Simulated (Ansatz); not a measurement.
Results of PBE (Ansatz, a quantum-chemistry and plane-wave program, PAW) for hexagonal WC.

Run with plane-wave cutoff 520 eV, 24×24×20 k mesh (along the axes of the cell as run), Fermi–Dirac smearing 0.05 eV, no spin polarisation, scalar-relativistic PAW data made under PBE.

Computed at the level's own relaxed cell.

**Question.** Predict the lattice parameter c, bulk modulus, volume per atom, lattice parameter a and pressure derivative B′ of the bulk modulus.

**Answer.** 
lattice parameter c: 2.846 Å
bulk modulus: 383 GPa
volume per atom: 10.52 Å³/atom
lattice parameter a: 2.922 Å
pressure derivative B′ of the bulk modulus: 4.3

The run finds no gap.

Measured, for comparison: lattice parameter c 2.837 Å, lattice constant a 2.906 Å (300 K, no zero-point or thermal correction; as tabulated in Wikipedia's data pages); bulk modulus 384 ± 0.8 GPa (room temperature, no zero-point or thermal correction, adiabatic, ultrasonic, our sources range from 377 to 412; as tabulated in Compression behavior of WC and WC-6%Co up to 50 GPa (OSTI 1006718)). Computed (rounded) less measured: lattice parameter c +0.3 %, bulk modulus -0.3 % (inside the range of the sources held), lattice constant a +0.6 %.

Note: the bulk modulus comes from volumes at which shape and atoms were relaxed.

Spin–orbit coupling is not included.

Computed values are for the static lattice.

Cost on a shared machine: roughly 9 core-minutes.
